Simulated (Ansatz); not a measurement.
# What a tighter setting buys: kpoints.mp_grid.grid, Sn (I4_1/amd, 2 atoms in the cell)

```
Sn
1.0
   -2.94014     2.94014     1.59930
    2.94014    -2.94014     1.59930
    2.94014     2.94014    -1.59930
Sn
2
Direct
  0.75000   0.25000   0.50000
  0.00000   0.00000   0.00000
```

Method: PBE, harder PAW files (source: ansatz) (plane waves; Ansatz, a program for electronic structure).

Base settings: basis.ecutwfc = 640 eV; kpoints.mp_grid.grid = 12 12 12; hamiltonian.xc = pbe; hamiltonian.pseudopotentials = {kind: paw, source: ansatz}; scf.occupations.method = methfessel_paxton; scf.occupations.width = 0.05 eV.

Misses are taken against the tightest run, 28 28 28, which need not be fully converged itself. The energy is the free energy per atom.

The count of work is k-points × plane waves × bands × iterations; it is no time, and leaves out set-up, grids and terms that scale otherwise. Core times come from one kind of shared machine and are given to one figure; runs under 30 s give none.

The starting cell comes from a database of computed structures (which also holds hypothetical and non-ambient phases and stackings), without a prior relaxation at this level. Ansatz's pressure includes its estimate of the finite-basis (Pulay) stress.

| kpoints.mp_grid.grid | energy less reference (meV/atom) | pressure less reference (GPa) | count of work / reference | core time / reference (rough) |
|---|---|---|---|---|
| 1 1 1 | -586.69 | 3.69 | 0.00061 | – |
| 2 2 2 | -294.41 | 2.02 | 0.0021 | – |
| 3 3 3 | 178.09 | -0.30 | 0.0031 | – |
| 4 4 4 | 46.04 | -0.17 | 0.0068 | – |
| 5 5 5 | 1.25 | 0.40 | 0.0094 | – |
| 7 7 7 | -12.91 | -0.10 | 0.021 | – |
| 8 8 8 | 8.57 | 0.00 | 0.031 | – |
| 9 9 9 | 4.01 | 0.07 | 0.046 | – |
| 11 11 11 | -1.03 | 0.04 | 0.066 | – |
| 12 12 12 | -0.42 | -0.03 | 0.085 | – |
| 13 13 13 | -1.55 | -0.05 | 0.12 | – |
| 15 15 15 | 0.57 | 0.00 | 0.18 | – |
| 18 18 18 | 1.08 | -0.01 | 0.29 | 0.3 |
| 23 23 23 | -0.29 | -0.01 | 0.57 | 0.6 |
| 28 28 28 | 0.00 | 0.00 | 1.0 | 1 |

Coarsest setting among those run that, with all tighter ones, holds the energy within 20 meV/atom of the reference: 5 5 5, off by 1.2 meV/atom; it needs 0.0094 of the reference's count of work.

Coarsest setting among those run that, with all tighter ones, holds the energy within 10 meV/atom of the reference: 8 8 8, off by 8.6 meV/atom; it needs 0.031 of the reference's count of work. The coarser 5 5 5 also lies inside, but a setting between leaves the range again, so that is luck.

The step from 4 4 4 to 7 7 7: it takes the miss in the energy from 46 to 13 meV/atom, for 3.1 times the count of work.

Keys are those of Ansatz 0.2.
